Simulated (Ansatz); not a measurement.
For rock-salt TaC, HSE06-D3(BJ) (Ansatz, a first-principles code, PAW) gives:

| Item | Result |
|---|---|
| lattice constant a | 4.408 Å |
| bulk modulus | 373 GPa |

Problem. What does Hartree–Fock (plane waves, PAW; Ansatz) give for the same quantities?

Solution. 
- lattice constant a: 4.493 Å (increases by 1.9 %)
- bulk modulus: 358 GPa (drops by 4.0 %)

For comparison: lattice constant a 4.456 Å (measured, 300 K, not corrected to a static lattice; as tabulated in Wikipedia's data pages); bulk modulus 305 ± 5 GPa (measured, room temperature, no zero-point or thermal correction, our sources range from 305 to 345; as tabulated in Speziale et al., equation of state of TaC (DESY record 425561)).

Changes are worked out from the printed values.

Unless a cell is named, each level is at its own relaxed cell (HSE06-D3(BJ) 10.71, Hartree–Fock 11.34 Å³/atom).

Levels without +SOC leave out spin–orbit coupling, which shifts energies and cells of such heavy elements.

Ansatz's density-functional and Hartree–Fock values are scalar-relativistic unless marked +SOC, with PAW data made under PBE.
